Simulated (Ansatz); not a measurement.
Abridged Ansatz (a first-principles code) output:

```
Relaxation: its limit of steps is 60 (relax.max_steps)
Pseudopotential: Y, paw, valence charge 11
Crystal: 2 atoms, lattice volume = 37.597 Å³
Basis set: ecut = 420 eV, 713 PW (Γ), exchange–correlation on 40×40×72 points (8 copies of the dense FFT grid, shifted against one another)
Bands: 15, of which v1, the nominal top of the filled ones, is band 11 counted from 1 (10 counted from 0)
Symmetry: 24 space group operations
k-points: 135 of 1800
Functional: x = pbe(κ = 0.804, μ = 0.2195149727645171), c = pbe(β = 0.06672455060314922)
SCF iter   1: F=—  HF=-7694.315410 eV  |F-HF|=—  |Δ(HF+E_count)|=         —  Δρ=4.83e-3  dr2=7.43e-3  ethr=1.77e-3  ⟨swp⟩=5.3  Hψ=9429  notcnv=0
SCF iter   2: F=—  HF=-7694.314530 eV  |F-HF|=—  |Δ(HF+E_count)|=   8.80e-4  Δρ=2.74e-3  dr2=2.41e-3  ethr=3.38e-5  ⟨swp⟩=2.6  Hψ=4143  notcnv=0
SCF 1 converged in 6 iterations: F = -7694.314272 eV  dr2 = 7.23e-9
relax step   1: F+E_penalty+E_count = -7694.31427244 eV  Δ(F+E_penalty+E_count) = +0.000e0 eV  max|allowed force component| = 1.295e-16 eV/Å  Δτ_max = 0.0000 Å  P = +50.003 GPa  Ω = 37.597 Å³  (6 SCF iters, dr2 threshold 1.00e-7 eV, accepted)
[... steps on the carried basis left out ...]
relax step   7: F+E_penalty+E_count = -7692.49029858 eV  Δ(F+E_penalty+E_count) = +3.396e-4 eV  max|allowed force component| = 7.401e-17 eV/Å  Δτ_max = 0.0000 Å  P = +75.002 GPa  Ω = 32.852 Å³  stress off target by 3.00e-3 GPa  SCF on the basis re-selected at this cell (its energy is not comparable with the rows above)  (9 SCF iters)
SCF converged after 9 iterations
Free energy (F): -7692.490299 eV
Internal energy: -7692.474970 eV  (E = F + TS)
E sigma→0 (E₀):  -7692.482634 eV
Entropy (-TS):   -0.015329 eV (-7.664 meV/atom)
Fermi energy:    20.045117 eV
--- Forces (eV/Å), atoms counted from 1 ---
  atom   1  Y      0.00000000    -0.00000000     0.00000000
  atom   2  Y      0.00000000     0.00000000     0.00000000
--- Stress (GPa, compression-positive) ---
       75.002996      -0.000000       0.000000
        0.000000      75.002996       0.000000
        0.000000       0.000000      75.001017
  P = ⅓ Tr σ = 75.0023 GPa (750.023 kbar)
--- Relaxed structure (6 steps of the walk, 6 accepted, 1 SCFs on fresh bases) ---
  cell:  # Å, volume = 32.8519 Å³
    - [2.8217489685497146, 2.7381646848099287e-11, 0.0]
    - [-1.4108744842985705, 2.443706289852899, 0.0]
    - [0.0, 0.0, 4.764236330560228]
  atoms:
    - { symbol: Y, position: [0.33333333333333326, 0.6666666666666666, 0.75] }
    - { symbol: Y, position: [0.6666666666666667, 0.33333333333333337, 0.25] }
```

Problem. What was computed, and what are the main results?

Solution. Y, 2 atoms in the cell, with PBE (Ansatz; PAW; 420 eV plane waves; no spin-orbit coupling), from a series relaxed to a target (pressure 75 GPa). The last SCF converged to F = -7692.490299 eV, or -3846.2451 eV per atom, at a pressure of 75.00 GPa. The total energy compares only with runs of the same code, potentials and settings.

Load acts through the strain it causes; cell and atoms are relaxed under it. Whether these cells are dynamically stable was not tested. No other phases were tried under pressure. All final runs are without spin polarisation. The cell was made from Y in the hcp (Mg type) structure (space group P6_3/mmc, No. 194) by this change: pressure 75 GPa.

Keys are those of Ansatz 0.2.
